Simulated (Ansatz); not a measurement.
Take BaTiO₃ in the cubic perovskite structure (space group Pm-3m, No. 221; a = 3.935 Å) as the base. Axes: x, y, z lie along the cube axes.

The values are results of Ansatz (an electronic-structure program), LDA, PAW, cutoff 420 eV, spin-orbit coupling left out, not measurements.

Base values:

The smallest direct gap is 1.87 eV. The band gap is 1.83 eV and the pressure is -0.01 GPa.

The change: the cell is compressed by 0.60 % along z with no lateral relaxation, atoms relaxed at fixed cell.

### Question
Estimate the effect on the smallest direct gap.

### Answer
The smallest direct gap drops by 0.01 eV, from 1.87 eV to 1.86 eV.

### Question
How does this affect the energy relative to the base?

### Answer
The energy grows by 0.5 meV/atom.

### Question
What happens to the band gap?

### Answer
The band gap remains 1.83 eV.

### Question
What happens to the pressure?

### Answer
The pressure (mean of the normal stresses, compression positive) grows by 1.20 GPa, from -0.01 GPa to 1.19 GPa.

The cells carry an imposed strain or load. Stability against distortions was not tested. All final runs are without spin polarisation. Many cubic perovskites are stable only at high temperature; tilts and polar distortions were not tested. This is not the structure that BaTiO3 has at room temperature and ambient pressure.
